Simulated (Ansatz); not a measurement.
## A O vacancy (middle of the slab) in a 2x2 cell of the 1x1 (10-10) surface of wurtzite ZnO (cut with top plane O + Zn)

Host crystal: wurtzite ZnO, with a band gap (PBE, scalar-relativistic without spin-orbit coupling).

Method: r2SCAN, at the PBE geometry and the start's symmetry (plane waves to 500 eV, PAW; Ansatz, a first-principles code).

Set-up: 63 atoms, 9.4 Å thick at the start (thin: gaps and levels are the slab's own); mesh 3x2x1; 0.01 eV smearing; dipole correction on; single point; on the structure that PBE left under its start's symmetry; spin-polarised from one start with parallel moments (other orders not tried), no spin-orbit, no U. The starting moment vanished. The program's check for a lower electronic state was not made.

| Quantity | Value |
|---|---|
| formation energy against ½ O2(g) at the same level | 4.16 eV |
| change of the step from the bottom to the top vacuum level, against the clean slab | -0.035 eV |
| magnetic moment of the cell | 0.00 μB |
